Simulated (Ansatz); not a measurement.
**WS2: pressure series**

Start from WS2 in the 2H-MoS2 type structure (space group P6_3/mmc, No. 194; a = 3.1541 Å, c = 12.1373 Å; layered, stacked along the Cartesian z axis).

Cell and atoms are relaxed at each pressure.

Method: Kohn–Sham DFT with the PBE-D3(BJ) functional, run in Ansatz (a first-principles code) with PAW and 420 eV plane waves, no spin-orbit coupling.

```tsv
variant	smallest direct gap	electron mass	band gap
base	1.83 eV	–	0.88 eV
pressure −2 GPa	1.80 eV	–	1.13 eV
pressure −1 GPa	1.81 eV	–	0.98 eV
pressure 0.3 GPa	1.84 eV	0.45 mₑ along c, 0.52 mₑ across (off the special points)	0.86 eV
pressure 0.7 GPa	1.84 eV	0.43 mₑ along c, 0.53 mₑ across (off the special points)	0.84 eV
pressure 1.5 GPa	1.86 eV	0.42 mₑ along c, 0.52 mₑ across (off the special points)	0.78 eV
pressure 3 GPa	[?]	0.40 mₑ along c, 0.50 mₑ across (off the special points)	0.70 eV
pressure 5 GPa	[?]	0.38 mₑ along c, 0.47 mₑ across (off the special points)	0.61 eV
pressure 7.5 GPa	[?]	0.37 mₑ along c, 0.45 mₑ across (off the special points)	[?]
pressure 10 GPa	1.81 eV	0.35 mₑ along c, 0.43 mₑ across (off the special points)	0.42 eV
```

Some entries are withheld; estimate them.


- pressure 3 GPa, smallest direct gap: 1.89 eV
- pressure 5 GPa, smallest direct gap: 1.93 eV
- pressure 7.5 GPa, smallest direct gap: 1.94 eV
- pressure 7.5 GPa, band gap: 0.51 eV

Spin-orbit coupling, missing from the scalar runs, can matter with W. Load acts through the strain it causes; cell and atoms are relaxed under it. Masses are band curvatures over ±0.01 Å⁻¹ around the edge. Whether these cells are dynamically stable was not tested. No other phases were tried under pressure.
